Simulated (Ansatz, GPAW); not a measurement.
An Ansatz (an electronic-structure program) input for a self-consistent single point of MgBr2 (P1, 3 atoms in the cell) (DFT, LDA (PW92), plane waves, default PAW files made with PBE):

Ansatz 0.2 input:
```yaml
crystal:
  lattice:
    - [3.761419, 0.000000, 0.000000]
    - [-1.880709, 3.257484, 0.000000]
    - [0.000000, 0.000000, 6.242512]
  atoms:
    - { symbol: Mg, position: [-0.006752, 0.004463, 0.002308] }
    - { symbol: Br, position: [0.343988, 0.660359, 0.238331] }
    - { symbol: Br, position: [0.662764, 0.335177, 0.759360] }
kpoints:
  mp_grid:
    grid: [10, 10, 6]
hamiltonian:
  xc: lda
  pseudopotentials:
    kind: paw
scf:
  occupations:
    method: fixed
output:
  forces: true
  eigenvalues: true
  stress: true
```

Problem. Translate this input to GPAW.

Solution. This is the input that was run; spellings and numerical settings could be chosen otherwise.

```python
from ase import Atoms
from ase.units import GPa
from gpaw import GPAW

atoms = Atoms(['Mg', 'Br', 'Br'],
              cell=[[3.761419, 0.000000, 0.000000],
                    [-1.880709, 3.257484, 0.000000],
                    [0.000000, 0.000000, 6.242512]],
              positions=[[-0.033791, 0.014538, 0.014408],
                         [0.051940, 2.151109, 1.487784],
                         [1.862563, 1.091834, 4.740314]],
              pbc=True)

calc = GPAW(mode={'name': 'pw', 'ecut': 850},
            xc='LDA',
            kpts={'size': (10, 10, 6), 'gamma': True},
            occupations={'name': 'fixed-uniform'},
            nbands=-8,
            convergence={'bands': -6},
            symmetry={'symmorphic': False, 'tolerance': 0.0005},
            maxiter=120,
            txt='-')

atoms.calc = calc

energy = atoms.get_potential_energy()
print('Energy (eV):', round(energy, 6))
forces = atoms.get_forces()
print('Forces (eV/Ang):')
print(forces.round(5))
stress = atoms.get_stress()
print('Stress (GPa, Voigt):', (stress / GPa).round(4))
```

Basis settings and potentials, where a program has them, do not carry over. This input uses DFT LDA (Perdew-Wang 92), plane waves, GPAW PAW datasets LDA (gpaw-data 1.0.1). LDA parametrisations can differ slightly between programs.

The starting cell comes from a database of computed structures (which also holds hypothetical and non-ambient phases and stackings), without a prior relaxation at this level. Its lattice was rescaled by a random factor within 2.5 % of one. For this run, on top of that: atoms moved at random.
